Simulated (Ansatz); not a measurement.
Results of PBEsol in Ansatz (plane waves, PAW) for SrTiO3 (I4/mcm, No. 140, 10 atoms in the cell; start COD 2310687).

Settings: plane-wave cutoff 520 eV, 10×10×10 k mesh, Fermi–Dirac smearing 0.01 eV, no spin polarisation, scalar-relativistic PAW data made under PBE.

Cell (relaxed at this level):

Space group I4/mcm (No. 140); a = 5.4876 Å, b = 5.4876 Å, c = 7.8094 Å, α = 90.00°, β = 90.00°, γ = 90.00°

```
atom  site  symmetry       x       y       z
----  ----  --------  ------  ------  ------
Sr      4b      -42m  0.0000  0.5000  0.2500
O       4a       422  0.0000  0.0000  0.2500
Ti      4c     4/m..  0.0000  0.0000  0.0000
O       8h      m.2m  0.2748  0.2252  0.0000
```
(The calculation used a cell of 10 atoms; values per cell refer to that cell.)

Problem. Estimate the band gap and smallest direct gap on the k points sampled that the calculation returns.

Solution. 
band gap: 1.97 eV
smallest direct gap on the k points sampled: 1.98 eV

Note: the relaxation could not lower the start's symmetry, so a distorted cell can lie lower.

Spin–orbit coupling is not included.

Computed values are for the static lattice.

Ansatz is a program for electronic structure.
